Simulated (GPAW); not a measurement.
Band structure of TiNb (Cmmm, 2 atoms in the cell).

```
TiNb
1.0
    1.64101    -2.31805     0.00000
    1.64101     2.31805     0.00000
    0.00000     0.00000     4.64595
Ti Nb
1 1
Direct
  0.50000   0.50000   0.50000
  0.00000   0.00000   0.00000
```

Computed with PBEsol, GPAW PAW datasets PBEsol (made by gpaw-setup) (plane waves; GPAW).

Settings: mode = pw; ecut = 850 eV; xc = PBEsol; kpts = 12 12 7; mesh shift (steps) = 0 0 0; occupations.name = methfessel-paxton; occupations.width = 0.272 eV; occupations.order = 0; nbands = -10; symmetry.symmorphic = false; symmetry.tolerance = 0.0005; maxiter = 100; bandpath_npoints = 40.

The starting cell comes from a database of computed structures (which also holds hypothetical and non-ambient phases and stackings), without a prior relaxation at this level. Spin polarisation is off.

Levels in eV from the Fermi level, bands 9 to 16:
| point | 9 | 10 | 11 | 12 | 13 | 14 | 15 | 16 |
|---|---|---|---|---|---|---|---|---|
| Γ | -5.94 | -3.17 | -1.17 | 0.73 | 0.73 | 0.76 | 1.66 | 2.71 |
| X | -2.45 | -2.31 | -1.97 | -1.17 | 0.39 | 2.76 | 2.86 | 3.13 |
| S | -2.56 | -1.63 | -1.53 | -0.78 | -0.42 | 0.23 | 2.47 | 3.06 |
| R | -3.33 | -3.05 | -1.24 | -0.66 | 1.30 | 2.06 | 2.78 | 2.88 |
| A | -1.74 | -1.70 | -1.16 | -0.74 | -0.69 | -0.49 | 3.10 | 3.11 |
| Z | -4.21 | -3.83 | -0.76 | -0.24 | 0.18 | 0.49 | 2.33 | 2.39 |
| Y | -3.52 | -2.95 | -2.55 | -0.99 | 1.63 | 2.91 | 3.40 | 4.01 |
| X1 | -2.45 | -2.31 | -1.97 | -1.17 | 0.39 | 2.76 | 2.86 | 3.13 |
| A1 | -1.74 | -1.70 | -1.16 | -0.74 | -0.69 | -0.49 | 3.10 | 3.11 |
| T | -2.88 | -2.06 | -1.48 | -0.79 | 0.83 | 1.19 | 1.72 | 1.94 |

Bands cross the Fermi level along this path, so the cell is metallic at this level.
